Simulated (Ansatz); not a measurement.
A thermal frame of Be(001) slab, cut from hcp Be, cell Be96, with vacuum along z, from MD with PBE at 780 K. Computed with r2SCAN (plane waves, PAW; Ansatz, a first-principles code).

| Property | Value |
|---|---|
| plane-wave cutoff | 500 eV |
| k-points | 2x2x1 mesh shifted by half a step in the plane |
| Fermi-Dirac width | 0.086 eV |
| spin | not polarised; no spin-orbit coupling |

A check of the k-sampling: on the last frame of the same run a denser mesh moved the PBE forces by 0.041 eV/Å rms and the free energy by -2 meV/atom.

```yaml
crystal:
  lattice:
    - [9.14540, 0.00000, 0.00000]
    - [-4.57268, 7.92012, 0.00000]
    - [0.00000, 0.00000, 21.01982]
  atoms:
    - { symbol: Be, position: [0.10764, 0.20354, 0.25304] }
    - { symbol: Be, position: [0.18502, 0.11238, 0.34082] }
    - { symbol: Be, position: [0.12639, 0.21648, 0.43732] }
    - { symbol: Be, position: [0.17591, 0.09988, 0.51326] }
    - { symbol: Be, position: [0.10103, 0.19982, 0.60464] }
    - { symbol: Be, position: [0.16528, 0.09776, 0.70475] }
    - { symbol: Be, position: [0.08680, 0.42802, 0.25854] }
    - { symbol: Be, position: [0.18254, 0.35766, 0.34215] }
    - { symbol: Be, position: [0.10086, 0.44204, 0.43317] }
    - { symbol: Be, position: [0.17881, 0.36275, 0.52484] }
    - { symbol: Be, position: [0.06954, 0.40808, 0.61086] }
    - { symbol: Be, position: [0.18015, 0.35030, 0.69660] }
    - { symbol: Be, position: [0.11102, 0.71357, 0.24087] }
    - { symbol: Be, position: [0.17157, 0.61871, 0.34744] }
    - { symbol: Be, position: [0.11823, 0.70595, 0.42758] }
    - { symbol: Be, position: [0.17311, 0.61189, 0.52021] }
    - { symbol: Be, position: [0.08904, 0.66666, 0.60757] }
    - { symbol: Be, position: [0.18073, 0.59997, 0.70356] }
    - { symbol: Be, position: [0.11598, 0.96599, 0.24710] }
    - { symbol: Be, position: [0.17864, 0.85960, 0.34400] }
    - { symbol: Be, position: [0.07491, 0.95109, 0.43047] }
    - { symbol: Be, position: [0.17156, 0.85825, 0.52227] }
    - { symbol: Be, position: [0.09084, 0.94673, 0.60967] }
    - { symbol: Be, position: [0.16219, 0.82946, 0.68928] }
    - { symbol: Be, position: [0.38274, 0.21496, 0.25380] }
    - { symbol: Be, position: [0.43842, 0.10126, 0.35340] }
    - { symbol: Be, position: [0.35631, 0.18890, 0.43108] }
    - { symbol: Be, position: [0.42242, 0.11730, 0.53103] }
    - { symbol: Be, position: [0.35225, 0.19441, 0.62014] }
    - { symbol: Be, position: [0.42848, 0.07554, 0.69587] }
    - { symbol: Be, position: [0.36520, 0.45153, 0.24802] }
    - { symbol: Be, position: [0.42739, 0.36747, 0.34558] }
    - { symbol: Be, position: [0.36864, 0.45967, 0.43091] }
    - { symbol: Be, position: [0.43247, 0.36945, 0.52224] }
    - { symbol: Be, position: [0.37721, 0.46567, 0.61067] }
    - { symbol: Be, position: [0.41948, 0.32291, 0.70443] }
    - { symbol: Be, position: [0.35520, 0.69259, 0.24685] }
    - { symbol: Be, position: [0.43374, 0.61874, 0.33445] }
    - { symbol: Be, position: [0.33208, 0.69613, 0.43261] }
    - { symbol: Be, position: [0.45002, 0.60879, 0.52802] }
    - { symbol: Be, position: [0.34335, 0.67710, 0.60907] }
    - { symbol: Be, position: [0.45273, 0.61486, 0.69560] }
    - { symbol: Be, position: [0.36658, 0.97289, 0.24737] }
    - { symbol: Be, position: [0.42201, 0.86328, 0.34462] }
    - { symbol: Be, position: [0.35248, 0.94309, 0.42605] }
    - { symbol: Be, position: [0.46400, 0.85986, 0.52186] }
    - { symbol: Be, position: [0.35901, 0.97043, 0.60494] }
    - { symbol: Be, position: [0.41967, 0.84277, 0.69511] }
    - { symbol: Be, position: [0.60693, 0.21142, 0.25668] }
    - { symbol: Be, position: [0.68915, 0.10949, 0.34769] }
    - { symbol: Be, position: [0.60223, 0.17843, 0.42442] }
    - { symbol: Be, position: [0.69365, 0.09356, 0.51132] }
    - { symbol: Be, position: [0.59675, 0.19037, 0.61304] }
    - { symbol: Be, position: [0.67562, 0.09860, 0.69919] }
    - { symbol: Be, position: [0.61402, 0.47464, 0.24800] }
    - { symbol: Be, position: [0.71202, 0.38752, 0.34821] }
    - { symbol: Be, position: [0.61875, 0.44712, 0.43665] }
    - { symbol: Be, position: [0.68403, 0.35666, 0.51505] }
    - { symbol: Be, position: [0.58001, 0.43587, 0.61719] }
    - { symbol: Be, position: [0.66897, 0.35126, 0.70619] }
    - { symbol: Be, position: [0.61512, 0.71496, 0.24695] }
    - { symbol: Be, position: [0.70117, 0.62569, 0.33904] }
    - { symbol: Be, position: [0.61301, 0.69814, 0.42384] }
    - { symbol: Be, position: [0.69520, 0.61783, 0.52379] }
    - { symbol: Be, position: [0.59360, 0.68735, 0.60738] }
    - { symbol: Be, position: [0.67067, 0.60279, 0.70489] }
    - { symbol: Be, position: [0.60295, 0.95435, 0.25516] }
    - { symbol: Be, position: [0.69229, 0.88540, 0.34204] }
    - { symbol: Be, position: [0.60910, 0.94406, 0.43719] }
    - { symbol: Be, position: [0.70262, 0.87174, 0.52051] }
    - { symbol: Be, position: [0.58713, 0.93314, 0.61868] }
    - { symbol: Be, position: [0.67418, 0.86065, 0.69597] }
    - { symbol: Be, position: [0.85468, 0.21852, 0.26606] }
    - { symbol: Be, position: [0.94623, 0.12004, 0.34565] }
    - { symbol: Be, position: [0.87612, 0.22213, 0.43003] }
    - { symbol: Be, position: [0.90894, 0.09838, 0.51374] }
    - { symbol: Be, position: [0.81994, 0.18633, 0.60509] }
    - { symbol: Be, position: [0.91423, 0.10877, 0.69373] }
    - { symbol: Be, position: [0.90177, 0.48263, 0.26051] }
    - { symbol: Be, position: [0.94322, 0.38720, 0.35085] }
    - { symbol: Be, position: [0.86435, 0.47523, 0.43079] }
    - { symbol: Be, position: [0.94097, 0.37008, 0.52355] }
    - { symbol: Be, position: [0.82770, 0.43485, 0.60919] }
    - { symbol: Be, position: [0.93197, 0.35507, 0.69093] }
    - { symbol: Be, position: [0.87201, 0.72050, 0.24484] }
    - { symbol: Be, position: [0.94559, 0.64120, 0.34143] }
    - { symbol: Be, position: [0.84383, 0.71227, 0.42713] }
    - { symbol: Be, position: [0.93572, 0.61379, 0.52047] }
    - { symbol: Be, position: [0.84822, 0.70452, 0.60964] }
    - { symbol: Be, position: [0.92706, 0.61438, 0.68849] }
    - { symbol: Be, position: [0.84972, 0.95426, 0.24359] }
    - { symbol: Be, position: [0.94270, 0.87040, 0.34066] }
    - { symbol: Be, position: [0.85030, 0.94588, 0.42577] }
    - { symbol: Be, position: [0.92677, 0.86275, 0.51599] }
    - { symbol: Be, position: [0.84190, 0.94700, 0.60790] }
    - { symbol: Be, position: [0.91440, 0.84457, 0.70484] }
```

**Question.** Give the forces on all atoms (eV/Å).

**Answer.** 
```
atom              Fx Fy Fz
----  --------------------
Be1     0.101 -0.109 0.259
Be2      0.405 0.304 0.117
Be3   -0.526 -0.552 -0.963
Be4      0.026 0.559 1.080
Be5     0.083 -0.978 0.364
Be6    0.144 -0.180 -0.633
Be7     1.427 1.360 -0.369
Be8      0.021 0.698 0.330
Be9      0.314 1.142 0.218
Be10    0.383 0.548 -0.539
Be11    0.792 1.605 -0.436
Be12     0.072 0.281 0.030
Be13     0.464 0.480 0.662
Be14   0.937 -0.384 -1.299
Be15   -1.784 -0.185 1.031
Be16     0.750 0.029 0.008
Be17   -0.314 0.382 -0.147
Be18  -0.060 -0.302 -0.730
Be19   -0.131 -0.271 0.236
Be20    0.312 1.167 -0.346
Be21    1.833 0.129 -0.186
Be22    0.575 0.103 -0.362
Be23    0.159 0.037 -0.031
Be24     0.425 1.365 0.491
Be25   -1.119 -0.125 0.113
Be26   -0.825 0.957 -2.114
Be27    -0.241 0.349 0.589
Be28    0.649 0.280 -1.722
Be29  -0.544 -0.057 -1.062
Be30    -0.847 0.965 0.607
Be31   -0.618 -0.145 0.508
Be32    1.122 0.023 -0.212
Be33   -0.505 -0.242 0.346
Be34   0.416 -0.783 -0.213
Be35   -1.425 -2.304 0.189
Be36    -0.416 1.398 0.312
Be37    -0.579 0.582 0.393
Be38     0.237 0.000 0.750
Be39     1.991 0.005 0.199
Be40   -0.997 0.292 -1.797
Be41   -0.388 0.489 -0.060
Be42   -1.363 -0.596 0.293
Be43    0.011 -0.764 0.507
Be44   1.019 -0.284 -0.608
Be45    -0.339 0.025 1.680
Be46   -1.658 -0.260 0.105
Be47    0.135 -2.615 0.492
Be48   -0.166 -0.075 0.326
Be49    0.488 -0.116 0.279
Be50    0.008 0.442 -0.563
Be51    -0.223 1.218 1.863
Be52    -1.761 1.616 1.097
Be53   -0.758 0.163 -0.461
Be54   -0.146 0.596 -0.008
Be55    0.419 -0.567 0.572
Be56  -0.624 -0.969 -0.913
Be57   -1.437 0.395 -0.739
Be58    0.271 -0.291 0.937
Be59    1.421 0.298 -0.480
Be60   0.530 -0.156 -0.604
Be61   -0.110 -0.229 0.325
Be62    -0.512 0.141 0.026
Be63    -1.271 0.009 0.692
Be64  -0.172 -0.581 -0.521
Be65     0.497 1.442 0.346
Be66    0.685 0.153 -0.246
Be67    -0.006 0.202 0.211
Be68   0.426 -1.218 -0.176
Be69  -0.166 -0.493 -1.393
Be70  -0.731 -1.621 -0.121
Be71    0.037 0.586 -1.298
Be72    0.865 -0.689 0.459
Be73   0.027 -0.666 -0.550
Be74   0.084 -0.001 -0.310
Be75   -0.916 -1.062 0.256
Be76     2.320 1.292 0.720
Be77   1.046 -0.048 -0.081
Be78    0.969 -0.110 0.055
Be79  -1.678 -0.908 -0.089
Be80   0.370 -0.593 -0.477
Be81    0.595 -0.753 0.523
Be82  -0.520 -0.677 -0.640
Be83    0.149 0.434 -0.169
Be84   -0.831 -0.107 0.989
Be85   -0.220 -0.483 0.546
Be86    0.080 -0.633 0.312
Be87    1.241 -0.638 0.452
Be88   -0.563 0.063 -0.211
Be89   0.330 -0.482 -0.252
Be90   -0.088 -1.054 0.719
Be91     0.367 0.452 0.688
Be92   -0.581 0.303 -0.342
Be93    -0.683 0.376 0.282
Be94     0.412 0.030 0.604
Be95   0.319 -0.108 -0.142
Be96    0.082 0.699 -0.576
```
